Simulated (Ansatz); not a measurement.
Rh, response to strain

Start from Rh in the fcc (Cu type) structure (space group Fm-3m, No. 225; a = 3.782 Å; relaxed with 0.1 eV smearing). Axes: x, y, z lie along the cube axes.

Strains are applied to the cell and any free atomic positions relax; under stress the whole cell relaxes.

All numbers come from PBEsol (Ansatz, a quantum-chemistry and plane-wave program; PAW; 420 eV plane waves; no spin-orbit coupling).

Notes on the quantities. energy relative to the base: free energy F.

| change | energy relative to the base | volume per atom |
|---|---|---|
| base | 0 meV/atom | 13.52 Å³ |
| isotropic strain −2.08 % | … | 12.69 Å³ |
| uniaxial strain ε_zz = +2.20 % | … | 13.82 Å³ |
| uniaxial stress, 0.5 GPa compression along z | 0.0 meV/atom | 13.51 Å³ |

Question: Some entries are withheld; estimate them.

Answer: 
- isotropic strain −2.08 %, energy relative to the base: +53 meV/atom
- uniaxial strain ε_zz = +2.20 %, energy relative to the base: +9.1 meV/atom

Stability under load was not tested beyond the relaxation. All final runs are without spin polarisation. Rh lies near a magnetic instability that expansion can trigger; it was not tested.
